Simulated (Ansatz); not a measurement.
System: Hg (R-3m, No. 166, 1 atoms in the cell). Method: rVV10 (PAW; Ansatz, a program for electronic structure).

Numerical settings: plane-wave cutoff 520 eV, 20×20×20 k mesh, Fermi–Dirac smearing 0.05 eV, scalar-relativistic PAW data made under PBE.

Properties against volume:

Shape and atoms are relaxed at each volume.

```
V (Å³/atom)  P (GPa)  c (Å)  a (Å)
-----------  -------  -----  -----
27.800          0.81  6.133  3.963
28.379          0.52  5.816  4.111
28.959          0.01  5.817  4.153
29.538         -0.43  5.808  4.197
30.117         -0.80  5.802  4.240
```

Note: the relaxation could not lower the start's symmetry, so the cell can be a saddle point above a distorted one; the bulk modulus comes from volumes at which shape and atoms were relaxed.
